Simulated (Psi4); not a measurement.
Psi4 1.11, WB97X/def2-tzvp: Be(Me)2 ([CH3][Be][CH3]), 9 atoms. The geometry is a generated start, not checked to be a minimum at this level.

| Quantity | Value |
|---|---|
| task | energy |
| method | wb97x |
| basis | def2-tzvp |
| memory | 3 GB |
| maxiter | 100 |
| keys of the molecule block | symmetry c1 |
| scf_type | df (default) |
| e_convergence | 1e-06 (default) |
| d_convergence | 1e-06 (default) |
| dft_radial_points | 75 (default) |
| dft_spherical_points | 302 (default) |
| basis functions | 117 |
| grid points | 195931 |

```xyz
9

Be     0.0028     0.0020     0.0032
C      1.3340     0.1681    -1.0791
H      2.0493    -0.6546    -1.0353
H      1.9365     1.0619    -0.9118
H      1.0485     0.2247    -2.1303
C     -1.3327    -0.1684     1.0814
H     -1.9209    -1.0727     0.9205
H     -2.0588     0.6435     1.0153
H     -1.0587    -0.2045     2.1361
```

With the defaults (damping_percentage = 0, diis = true, scf_initial_accelerator = adiis, diis_max_vecs = 10, level_shift = 0, level_shift_cutoff = 0.01, soscf = false, soscf_start_convergence = 0.01, guess = auto, which took SAD) it converges in 7 SCF iterations. One run each on 2 threads, with these changes:
- diis_max_vecs = 3
- guess = core
- damping_percentage = 20
- damping_percentage = 60, diis = false, scf_initial_accelerator = none
- damping_percentage = 60
- soscf = true, soscf_start_convergence = 0.1
- level_shift = 0.1, level_shift_cutoff = 0.001
- scf_initial_accelerator = none
- soscf = true, soscf_start_convergence = 0.001

Q: Name the settings that don't reach the solution of the defaults.

A: No convergence: damping_percentage = 60; damping_percentage = 60, diis = false, scf_initial_accelerator = none (the run ends without SCF convergence in 100 iterations). The rest reach the solution of the defaults.

| setting | SCF iterations | JK calls | end |
|---|---|---|---|
| soscf = true, soscf_start_convergence = 0.1 | 5 | 16 | same solution |
| soscf = true, soscf_start_convergence = 0.001 | 6 | 17 | same solution |
| the defaults | 7 | 8 | same solution |
| level_shift = 0.1, level_shift_cutoff = 0.001 | 7 | 8 | same solution |
| scf_initial_accelerator = none | 7 | 8 | same solution |
| diis_max_vecs = 3 | 8 | 9 | same solution |
| guess = core | 9 | 9 | same solution |
| damping_percentage = 20 | 17 | 18 | same solution |
| damping_percentage = 60 | 100 | 101 | no convergence |
| damping_percentage = 60, diis = false, scf_initial_accelerator = none | 100 | 101 | no convergence |

An SOSCF iteration holds several JK calls; a Hückel guess adds calls on atoms.
